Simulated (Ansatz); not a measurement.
Structures of equal composition on the (111)A surface of 3C silicon carbide (Si plane on top): (√3x√3)R30° Ga adatom at H3; (√3x√3)R30° Ga adatom at T4. The slabs share one bottom face, and each structure is named by its start. These are constructed structures in small cells; real faces may alloy, dewet or reconstruct in larger ones, and not all known structures of the face are among them. Slabs of about 10 Å, Fermi-Dirac smearing of 0.025 eV. Bottom of the slabs: H caps. Relaxed from the named starts with such symmetry as they have, on meshes of like density; energies extrapolated to zero smearing; spin only where a row says so; no spin-orbit coupling, no U. Brackets mark spin-polarised runs, whose order is one that fits the cell. Where a second, spin-polarised start was run, the lower counts.

Method: r2SCAN, at the PBE geometry (plane waves to 500 eV, PAW; Ansatz, an electronic-structure program).

**Question.** Rank these by energy per 1x1 cell (lowest first), as r2SCAN, at the PBE geometry gives it.

**Answer.** (√3x√3)R30° Ga adatom at T4 (0.000 eV, gap 1.95 eV on the mesh), (√3x√3)R30° Ga adatom at H3 (0.231 eV, gap 1.34 eV on the mesh)
